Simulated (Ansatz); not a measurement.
LaGaO3 (Imma, No. 74, 10 atoms in the cell; start mp-556983; a measured phase of this formula has another space group), treated with r²SCAN (Ansatz, a quantum-chemistry and plane-wave program, plane waves, PAW).

Run with plane-wave cutoff 560 eV, 8×8×8 k mesh, Fermi–Dirac smearing 0.01 eV, scalar-relativistic PAW data made under PBE.

Cell (relaxed at this level):

```yaml
crystal:
  lattice:
    - [-2.74344, 3.87914, 2.76952]
    - [2.74344, -3.87914, 2.76952]
    - [2.74344, 3.87914, -2.76952]
  atoms:
    - { symbol: La, position: [0.75567, 0.00567, 0.75000] }
    - { symbol: La, position: [0.24433, 0.99433, 0.25000] }
    - { symbol: Ga, position: [0.00000, 0.50000, 0.50000] }
    - { symbol: Ga, position: [0.50000, 0.50000, 0.00000] }
    - { symbol: O, position: [0.21064, 0.00000, 0.71064] }
    - { symbol: O, position: [0.78936, 0.00000, 0.28936] }
    - { symbol: O, position: [0.78936, 0.50000, 0.78936] }
    - { symbol: O, position: [0.21064, 0.50000, 0.21064] }
    - { symbol: O, position: [0.67734, 0.42734, 0.25000] }
    - { symbol: O, position: [0.32266, 0.57266, 0.75000] }
```

Problem. Predict the band gap and smallest direct gap on the k points sampled.

Solution. 
- band gap: 4.19 eV
- smallest direct gap on the k points sampled: 4.32 eV

Spin–orbit coupling is not included.

Computed values are for the static lattice.

A start named mp-… is a Materials Project structure, which need not be a measured phase.
